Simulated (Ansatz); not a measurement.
Results of HSE06 (Ansatz, a program for electronic structure, plane waves, PAW) for Ca2Si (Fm-3m, No. 225, 3 atoms in the cell; start mp-1009733).

Settings: plane-wave cutoff 460 eV, 6×6×6 k mesh, Fermi–Dirac smearing 0.01 eV, scalar-relativistic PAW data made under PBE.

The cell is the one relaxed with PBEsol. Conventional cell: a = 7.0920 Å, b = 7.0920 Å, c = 7.0920 Å, α = 90.00°, β = 90.00°, γ = 90.00°.

```xyz
3
Lattice="0.0000 3.5460 3.5460 3.5460 0.0000 3.5460 3.5460 3.5460 0.0000" Properties=species:S:1:pos:R:3 pbc="T T T"
Ca     5.3190     5.3190     5.3190
Ca     1.7730     1.7730     1.7730
Si     0.0000     0.0000     0.0000
```

Problem. List the 11 lowest band energies at Γ above −25 eV (eV, relative to the valence band maximum), grouping those that round alike.

Solution. At Γ: -23.41 (×3), -23.26 (×3), -7.44, -0.35 (×3), 2.45.

Note: the run warned that its exchange threshold was loose for the stress; cell and atoms aren't relaxed at this level (pressure 1.4 GPa).

A start named mp-… is a Materials Project structure, which need not be a measured phase.
